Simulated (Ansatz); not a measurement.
Results of dielectric-dependent PBEsol hybrid (PAW; Ansatz, a program for electronic structure) for WO3 (Pm-3m, No. 221, 4 atoms in the cell; start mp-19390; a measured phase of this formula has another space group).

Input file:

Ansatz 0.2 input:
```yaml
crystal:
  lattice:
    - [3.7996127005, 0.0, 0.0]
    - [0.0, 3.7996127005, 0.0]
    - [0.0, 0.0, 3.7996127005]
  atoms:
    - { symbol: W, position: [0.0, 0.0, 0.0] }
    - { symbol: O, position: [0.0, 0.0, 0.5] }
    - { symbol: O, position: [0.5, 0.0, 0.0] }
    - { symbol: O, position: [0.0, 0.5, 0.0] }
  host: atoms
basis:
  ecutwfc: 460
  ecutrho_ratio: 4
  xc_grid: 2
kpoints:
  mp_grid: { grid: [6, 6, 6] }
hamiltonian:
  xc:
    exchange: pbesol
    correlation: pbesol
    exx: { coeff: inverse_dielectric }
  dispersion: none
  pseudopotentials: { azcp: { folder: ./paw }, kind: paw }
scf:
  occupations: { method: fermi_dirac, width: 0.01 }
  convergence: { dr2_threshold: 0.0000000004 }
output:
  forces: true
  stress: true
  eigenvalues: true
```

The run printed, among other lines:

```
WARN output.stress: scf.exx.energy_threshold = 1e-6 eV is looser than the 4e-8 eV advised for a stress under a hybrid functional (1e-8 eV for each atom of the …
Crystal: 4 atoms, lattice volume = 54.855 Å³
Basis set: ecut = 460 eV, 1237 PW (Γ), exchange–correlation on 54×54×54 points (8 copies of the dense FFT grid, shifted against one another)
Bands: 20, of which v1, the nominal top of the filled ones, is band 16 counted from 1 (15 counted from 0)
Symmetry: 48 space group operations
Space group: Pm-3m (ITA 221), of the structure as read, at distance tolerance 3.8e-5 Å
k-points: 20 of 216
Initial density: superposition of atomic densities (chi_scale 0.1, normalization cell, long waves kept (reshape's long-wave potential 0.00 eV rms))
SCF iter   1: F=—  HF=-11942.873892 eV  |F-HF|=—  |Δ(HF+E_count)|=         —  Δρ=1.22e-1  dr2=8.21e0
SCF iter   2: F=—  HF=-11943.216498 eV  |F-HF|=—  |Δ(HF+E_count)|=   3.43e-1  Δρ=1.47e-1  dr2=1.15e1
  ...
Crystal: 4 atoms, lattice volume = 54.855 Å³
Initial density: handed on by an earlier stage of this run
Functional: x = 0.8913964418026807 pbesol(κ = 0.804, μ = 0.12345679012345678) + 0.10860355819731925 exact, c = pbesol(β = 0.046)
Crystal: 4 atoms, lattice volume = 54.855 Å³
SCF iter   6: F=—  HF=-11958.130271 eV  |F-HF|=—  |Δ(HF+E_count)|=  4.87e-10  Δρ=1.29e-6  dr2=1.12e-9
SCF iter   7: F=-11958.130271 eV  HF=-11958.130271 eV  |F-HF|=1.49e-10  |Δ(HF+E_count)|=  2.42e-10  Δρ=5.47e-7  dr2=2.37e-10
SCF 3 converged in 7 iterations: F = -11958.130271 eV  dr2 = 2.37e-10
Free energy (F): -11958.130271 eV
Internal energy: -11958.130271 eV  (E = F + TS)
E sigma→0 (E₀):  -11958.130271 eV
Fermi energy:    6.003632 eV
--- Stress (GPa, compression-positive) ---
       -3.113960       0.000000       0.000000
        0.000000      -3.113960       0.000000
        0.000000       0.000000      -3.113960
  P = ⅓ Tr σ = -3.1140 GPa (-31.140 kbar)
```

The PAW data were made under PBE.

Note: cell and atoms aren't relaxed at this level (pressure -3.1 GPa).

A start named mp-… is a Materials Project structure, which need not be a measured phase.
